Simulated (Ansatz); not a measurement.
```
GaAs
1.0
    0.00000     2.79774     2.79774
    2.79774     0.00000     2.79774
    2.79774     2.79774     0.00000
As Ga
1 1
Cartesian
  4.19660   4.19660   4.19660
  0.00000   0.00000   0.00000
```

No spin polarisation.

Method: PBEsol (Ansatz, an electronic-structure program; PAW; 420 eV plane waves; no spin-orbit coupling), earlier PAW set. k-mesh 10×10×10 (Γ-centred); smearing 0.05 eV (Fermi–Dirac).

Problem. Predict the pressure and band gap.

Solution. The pressure comes out as 2.56 GPa and the band gap comes out as 0.68 eV.

The cells carry an imposed strain or load. Whether these cells are dynamically stable was not tested. The cell was made from GaAs in the zinc blende structure (space group F-43m, No. 216) by this change: isotropic strain −1.13 %.
